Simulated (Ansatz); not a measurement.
Rock-salt NaH, treated with PBEsol (plane waves, PAW; Ansatz, a quantum-chemistry and plane-wave program).

A relaxed, unreconstructed slab of the (110) face has 16 atoms, two equal faces of 16.229 Å² each and an energy of -11934.2853 eV. A bulk cell of 4 atoms with the same orientation and in-plane k mesh has -2983.8242 eV. Energies are extrapolated to zero smearing.

Numerical settings: plane-wave cutoff 500 eV, 6×8×1 k mesh (along the axes of the cell as run), gaussian smearing 0.02 eV, scalar-relativistic PAW data made under PBE.

Worked out: γ = (E_slab − N E_bulk per atom)/2A = [-11934.2853 − 16 × (-2983.8242/4)]/(2 × 16.229) = 0.0312 eV/Å². With 16.022 J/m² per eV/Å² this is 0.50 J/m², or 0.51 eV per surface cell and face.
